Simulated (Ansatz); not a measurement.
Consider Ba in the bcc (W type) structure (space group Im-3m, No. 229).

```
CELL_PARAMETERS angstrom
     -2.53437     2.53437     2.53437
      2.53437    -2.53437     2.53437
      2.53437     2.53437    -2.53437
ATOMIC_POSITIONS crystal
  Ba 0.00000 0.00000 0.00000
```

Computed with Ansatz (a quantum-chemistry and plane-wave program), r2SCAN, PAW, cutoff 500 eV, no SOC.

For the base:

| Property | Value |
|---|---|
| Volume per atom | 65.11 Å³ |

Modification: Cs takes the place of Ba on all its sites, then cell and atoms are relaxed.

**Question.** How does this affect the volume per atom?

**Answer.** The volume per atom increases by 57.473 Å³, from 65.11 Å³ to 122.59 Å³.

Stability against distortions was not tested. The final runs are not spin-polarised.
